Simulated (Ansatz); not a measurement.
Start from Si in the diamond structure (space group Fd-3m, No. 227; a = 5.4443 Å). Axes: x, y, z lie along the cube axes.

One thing is altered: biaxial strain −1.13 %, plane normal [111], relaxed out of plane (Cartesian); in-plane vectors clamped, the third vector and the atoms free.

Levels (all Ansatz, a program for electronic structure, PAW): r2SCAN (500 eV, without spin-orbit coupling); HSE06 (420 eV, no spin-orbit coupling).

The geometry is relaxed with r2SCAN.

- r2SCAN band gap: 0.68 eV

With HSE06 at the same geometry, the band gap grows by 0.367 eV, from 0.68 eV to 1.04 eV.

Single points use the geometry relaxed with r2SCAN. HSE06 was sampled on its mesh, a few special points and the semilocal edge points, so its gap is an upper bound. No phonon test of stability was made.
